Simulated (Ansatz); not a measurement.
Start from CaO in the rock salt structure (space group Fm-3m, No. 225; a = 4.767 Å). Axes: x, y, z lie along the cube axes.

Method: plane-wave PAW DFT at the PBEsol level (Ansatz, a program for electronic structure, 420 eV), no spin-orbit coupling.

Strains are applied to the cell and any free atomic positions relax; under biaxial strain the out-of-plane vector relaxes too.

One change was made to it. Results:

```csv
quantity,base,after
smallest direct gap,3.92 eV,3.88 eV
band gap,3.54 eV,3.52 eV
energy relative to the base (free energy F),0 meV/atom,+1.4 meV/atom
"pressure (mean of the normal stresses, compression positive)",0.00 GPa,1.40 GPa
```

Question: What was done to the base?
A) biaxial strain −0.42 %, plane normal [111], relaxed out of plane
B) biaxial strain −0.83 %, plane normal [111], relaxed out of plane
C) biaxial strain +2.08 %, plane normal [111], relaxed out of plane

Answer: B, biaxial strain −0.83 %, plane normal [111], relaxed out of plane. For comparison, the pressure in the other runs: biaxial strain −0.42 %, plane normal [111], relaxed out of plane gives 0.70 GPa; biaxial strain +2.08 %, plane normal [111], relaxed out of plane gives -3.17 GPa.

Stability against distortions was not tested.
